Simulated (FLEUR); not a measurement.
Worked example: self-consistent single point of FeCo (Pm-3m, 2 atoms in the cell) in FLEUR.

Level of theory: PBEsol, all-electron FLAPW (FLEUR), scalar-relativistic valence in FLEUR.

```
CELL_PARAMETERS angstrom
      2.78679     0.00000     0.00000
      0.00000     2.78679     0.00000
      0.00000     0.00000     2.78679
ATOMIC_POSITIONS crystal
  Fe 0.00000 0.00000 0.00000
  Co 0.50000 0.50000 0.50000
```
Moments meant for the start (each program seeds them in its own way; μB, in the order of the atoms Fe Co): 4.0 3.0.

Reference input (self-consistent single point, DFT, PBE, all-electron FLAPW (FLEUR), scalar-relativistic valence): Kmax = 4 1/bohr; GmaxXC = 20 1/bohr; xcFunctional = pbe; jspins = 2; l_soc = F; mode = gauss; fermiSmearingEnergy = 0.00183747 Htr; mesh (inpgen div1-3) = 16 16 16; inpgen gamma flag = true; Gmax = 20 1/bohr; numbands = 0; maxIterBroyd = 99. This run's input differs from it in these lines:

```diff
@@ -14,2 +14,3 @@
 &comp jspins=2 /
+&exco xctyp='PBEs' /
 &kpt div1=16 div2=16 div3=16 gamma=t /
@@ -26,3 +27,3 @@
       <coreElectrons ctail="T" frcor="F" kcrel="0" coretail_lmax="0"/>
-      <xcFunctional name="pbe" relativisticCorrections="F"/>
+      <xcFunctional name="PBEs" relativisticCorrections="F"/>
       <magnetism jspins="2"/>
```

Output, abridged:

```
 Iteration:     1   Distance:      33.60378712 me/bohr^3
 Iteration:     2   Distance:      30.64423855 me/bohr^3
 Iteration:     3   Distance:      26.50203537 me/bohr^3
 Iteration:     4   Distance:      16.09294497 me/bohr^3
 Iteration:     5   Distance:      20.57313791 me/bohr^3
   [... 14 lines left out ...]
 Iteration:    20   Distance:       0.00003815 me/bohr^3
 Iteration:    21   Distance:       0.00004287 me/bohr^3
 Iteration:    22   Distance:       0.00001011 me/bohr^3
 Iteration:    23   Distance:       0.00000563 me/bohr^3
 Run finished successfully
 Stop message:
   Structural relaxation: Done

[file out, last iteration]
             iter=     24
[...]
          total density-effective poten   -4.2341949504E+03
          total charge density-energy d   -1.1327674521E+02
 Updated energy parameters for spin:           1
 Updated energy parameters for spin:           2
[...]
 fermi energy and band-weighting factors:
    1.195511    1.339469

[...]
FERMIE:
          first approx. to ef    (T=0)  :   0.439732 htr   (energy of the highest occ. eigenvalue)
          number of occ. states  (T=0)  :       5457
          first approx. to seigv (T=0)  : -25.401996 htr
          sum of weights of occ. states :  33.000488
          sum of semicore charge        :   0.000000 e
          fermi energy=   0.43980 har   work function= -11.96759 ev
   [... lines left out ...]
     k-point=  112
     k-point=  113
     k-point=  114
     k-point=  115
     k-point=  116
     k-point=  117
     k-point=  118
     k-point=  119
     k-point=  120
     k-point=  121
     k-point=  122
     k-point=  123
     k-point=  124
     k-point=  125
     k-point=  126
     k-point=  127
     k-point=  128
     k-point=  129
     k-point=  130
     k-point=  131
     k-point=  132
     k-point=  133
      0.006 0.006
```

The run converged in 23 iterations. FLEUR gives forces in its relaxation mode, with a further iteration, so its stop message speaks of a relaxation. Against the reference run the size of the net moment hardly changes (2.22 to 2.21 μB/atom).

The starting cell comes from a database of computed structures (which also holds hypothetical and non-ambient phases and stackings), without a prior relaxation at this level. Its lattice was rescaled by a random factor within 2.5 % of one. The magnetic order is the one reached from the typed start; others were not searched systematically. Values depend on the basis (sphere radii, cutoffs, local orbitals), which need not be converged.

Cost on one core of a shared machine: roughly 4 min.
